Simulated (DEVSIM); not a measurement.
System: illuminated Si p-on-n cell, one wavelength, at 300 K.

| layer (left to right) | material | thickness (μm) | Nd (cm⁻³) | Na (cm⁻³) | τn (s) | τp (s) | absorption coefficient (cm⁻¹) |
|---|---|---|---|---|---|---|---|
| 1 | Si | 0.0980 | - | 1.4e18 | 8.2e-6 | 1.6e-6 | 13000 |
| 2 | Si | 35.0 | 3.4e16 | - | 3.4e-5 | 3.4e-5 | 13000 |

Left contact: ohmic, minority electron recombination velocity 5000 cm/s. Right contact: ohmic, minority hole recombination velocity 10000 cm/s. Voltage is applied to the left contact. Recombination: SRH at mid-gap, radiative, Auger. Light enters at the left, 3.2e17 photons cm⁻² s⁻¹, one pass, no reflection. Mobility is μmin + (μ − μmin)/(1 + (N/Nref)^α).

This is a model device: material constants are rounded textbook-type values typed into the input, and sizes, dopings and lifetimes were drawn at random. Values at 300 K; Nc and Nv go as T^1.5, mobilities as T to minus their exponent, the gap by Varshni's rule with the affinity fixed.

```csv
parameter,Si
gap (eV),1.124
affinity (eV),4.05
permittivity,11.7
Nc (cm⁻³),2.86e19
Nv (cm⁻³),3.1e19
μn (cm²/Vs),1417
μp (cm²/Vs),470
"μn,min",52
"μp,min",45
"Nref,n",9.7e16
"Nref,p",2.2e17
αn,0.68
αp,0.72
T exponent of μn,2.3
T exponent of μp,2.2
B (cm³/s),4.7e-15
Cn (cm⁶/s),2.8e-31
Cp (cm⁶/s),9.9e-32
Varshni α (eV/K),0.000473
Varshni β (K),636
```

DEVSIM, 1D drift-diffusion, Boltzmann statistics, complete ionisation; no tunnelling, impact ionisation, image-force lowering or self-heating.

Base results: dark forward voltage at 1 A/cm² (V) 0.709; fill factor 0.83; largest power (mW/cm²) 26.5; open-circuit voltage (V) 0.630.

### Question
What follows from this one change: temperature 300 → 350 K?

### Answer
dark forward voltage at 1 A/cm² 0.709 → 0.616 V; fill factor 0.83 → 0.79; largest power 26.5 → 20.9 mW/cm²; open-circuit voltage 0.630 → 0.525 V.

### Question
What follows from this one change: constant mobility in place of the doping-dependent one?

### Answer
dark forward voltage at 1 A/cm² 0.709 → 0.705 V; fill factor little changed (0.83); largest power little changed (26.4 mW/cm²); open-circuit voltage little changed (0.627 V).
